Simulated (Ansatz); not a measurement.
Slab thickness and the (10-10) surface of wurtzite ZnO: the same face, mesh and vacuum, all atoms relaxed in the 1x1 cell under the symmetry of the ideal cut; the real face may buckle or reconstruct.

Host crystal: wurtzite ZnO, with a band gap (PBE, scalar-relativistic without spin-orbit coupling).

Level of theory: PBE (plane waves to 420 eV, PAW; Ansatz, a first-principles code).

```json
[
 {"atoms": "8", "thickness (Å)": "3.8", "γ (J/m²)": "___", "work function, top face (eV)": "–", "rough cost": "very roughly 100 core-seconds"},
 {"atoms": "12", "thickness (Å)": "6.6", "γ (J/m²)": "___", "work function, top face (eV)": "–", "rough cost": "around 2.6 core-minutes (rough)"},
 {"atoms": "16", "thickness (Å)": "9.4", "γ (J/m²)": "0.84", "work function, top face (eV)": "–", "rough cost": "around 4 core-minutes (rough)"},
 {"atoms": "20", "thickness (Å)": "12.3", "γ (J/m²)": "0.84", "work function, top face (eV)": "–", "rough cost": "about 7 core-minutes (a rough figure)"},
 {"atoms": "24", "thickness (Å)": "15.1", "γ (J/m²)": "0.85", "work function, top face (eV)": "–", "rough cost": "about 14 core-minutes (a rough figure)"},
 {"atoms": "28", "thickness (Å)": "18.0", "γ (J/m²)": "0.85", "work function, top face (eV)": "–", "rough cost": "about 16 core-minutes (a rough figure)"},
 {"atoms": "36", "thickness (Å)": "23.6", "γ (J/m²)": "0.85", "work function, top face (eV)": "–", "rough cost": "very roughly 13 core-minutes"}
]
```

Q: Some entries are withheld; supply them.

A: 
- 8, γ (J/m²): 0.76
- 12, γ (J/m²): 0.83

Q: From which thickness on does the surface energy stay within 0.03 J/m² of the thickest slab's?

A: from 12 atoms on.
